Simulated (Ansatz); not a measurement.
Consider AlRu in the CsCl type structure (space group Pm-3m, No. 221; relaxed with 0.1 eV smearing).

```
AlRu
1.0
    2.95452     0.00000     0.00000
    0.00000     2.95452     0.00000
    0.00000     0.00000     2.95452
Al Ru
1 1
Cartesian
  1.47726   1.47726   1.47726
  0.00000   0.00000   0.00000
```

Cartesian axes are those of the cell as printed.

Method: LDA (Ansatz, a program for electronic structure), without spin-orbit coupling.

Modification: an isotropic linear strain of +1.00 %, atoms relaxed at fixed cell.

Question: Predict the stress tensor and what it implies for the stiffness.

Answer: Stress of the strained cell less that of the base (GPa, compression positive):
```
   -6.5     0.0     0.0
    0.0    -6.5     0.0
    0.0     0.0    -6.5
```

Then B = −ΔP/(ΔV/V₀) with ΔV/V₀ = 0.0303 gives secant stiffness values (nonlinear terms included at this strain): B ≈ 213 GPa.

As a check, the harmonic strain energy −½ V₀ Δσ:ε is 7.8 meV/atom; the computed energy rise is 8.1 meV/atom.

Whether these cells are dynamically stable was not tested. The final runs are not spin-polarised.
